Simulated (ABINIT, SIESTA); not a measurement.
An ABINIT input for a self-consistent single point of AlAs (F-43m, 2 atoms in the cell) (DFT, LDA (PW92), plane waves, norm-conserving pseudopotentials (PseudoDojo nc-sr-04 LDA standard)):

```
# AlAs, PseudoDojo nc-sr-04 LDA standard
pp_dirpath "./"
pseudos "Al.upf, As.upf"
acell 3*1.0
rprim
        -0.0000000000    5.3479249327    5.3479249327
         5.3479249327   -0.0000000000    5.3479249327
         5.3479249327    5.3479249327    0.0000000000
natom 2
ntypat 2
znucl 13 33
typat 1 2
xred
         0.0000000000    0.0000000000    0.0000000000
         0.2500000000    0.2500000000    0.2500000000
ecut 80 Ry
occopt 3
tsmear 0.00183747
nband 14
kptopt 1
ngkpt 8 8 8
nshiftk 1
shiftk 0 0 0
nstep 100
toldfe 1.0e-09
prtwf 0
prtden 0
prtvol 1
```

Question: Write the same calculation as an input for SIESTA.

Answer: One input that does it (others would too):

```
# files in the folder: Al.psml As.psml (PseudoDojo LDA standard)
SystemName  AlAs
SystemLabel alas

NumberOfAtoms                2
NumberOfSpecies              2
%block ChemicalSpeciesLabel
  1 13 Al
  2 33 As
%endblock ChemicalSpeciesLabel
LatticeConstant              1.0 Bohr
%block LatticeVectors
     0.000000000    5.347924933    5.347924933
     5.347924933    0.000000000    5.347924933
     5.347924933    5.347924933    0.000000000
%endblock LatticeVectors
AtomicCoordinatesFormat      Fractional
%block AtomicCoordinatesAndAtomicSpecies
     0.000000000    0.000000000    0.000000000  1
     0.250000000    0.250000000    0.250000000  2
%endblock AtomicCoordinatesAndAtomicSpecies

XC.functional                LDA
XC.authors                   PW92
PAO.BasisSize                DZP
PAO.EnergyShift              0.005 Ry
MeshCutoff                   300 Ry
%block kgrid.MonkhorstPack
    8   0   0  0.0
    0   8   0  0.0
    0   0   8  0.0
%endblock kgrid.MonkhorstPack
OccupationFunction           FD
ElectronicTemperature        50.0 meV

MaxSCFIterations             150
SCF.Mixer.Method             Broyden
SCF.Mixer.Weight             0.25
SCF.Mixer.History            8
SCF.DM.Tolerance             1.0E-05
Diag.ParallelOverK           true
WriteForces                  true
Charge.Mulliken              end
```

Basis settings and potentials, where a program has them, do not carry over. This input uses DFT, LDA PW92, numerical atomic orbitals DZP, PseudoDojo LDA standard norm-conserving potentials (rewritten from UPF to PSML). LDA parametrisations can differ slightly between programs. Both were run: pressure -1.50 GPa in ABINIT and -0.80 in SIESTA; gap on the mesh 1.353 eV in ABINIT and 1.524 in SIESTA.

On SIESTA: the starting cell has typed, rounded lattice constants, without a prior relaxation at this level. Values carry the incompleteness of an atom-centred basis.

On ABINIT: the starting cell has typed, rounded lattice constants, without a prior relaxation at this level.
